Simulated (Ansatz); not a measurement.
# Hypothetical zinc blende TlBr, point defects

Base system: a 16-atom supercell of TlBr in the zinc blende structure (space group F-43m, No. 216; a = 7.311 Å; a hypothetical phase, not in the database extracts checked) at its relaxed geometry.

One neutral defect a cell, atoms relaxed at fixed cell.

Method: PBEsol in Ansatz (plane waves to 420 eV, PAW, no spin-orbit coupling), earlier PAW set.

| case | largest displacement of a host atom from its site in the perfect cell | pressure |
|---|---|---|
| perfect supercell | – | 0.0 GPa |
| H interstitial (started 3.17 Å from the nearest host atom) | 0.05 Å | 0.0 GPa |
| F on a Br site | 0.46 Å | -0.8 GPa |
| Tl on a Br site (antisite), symmetric start | 0.12 Å | -0.1 GPa |

The magnetic state is the one reached from the starting moments; the real material's order can differ, and small cells can't hold many antiferromagnetic ones. The cell is small, so the values are those of an ordered compound at a high defect concentration; dilute-limit values will differ. The mesh was chosen for an insulator and is coarse for the gapless case. Defects with a symmetric start kept the site's symmetry and may sit on a saddle; the others started slightly shaken. Starting moments died away, wholly or in part, for F on a Br site; another magnetic solution may exist.

Ansatz is an electronic-structure program.
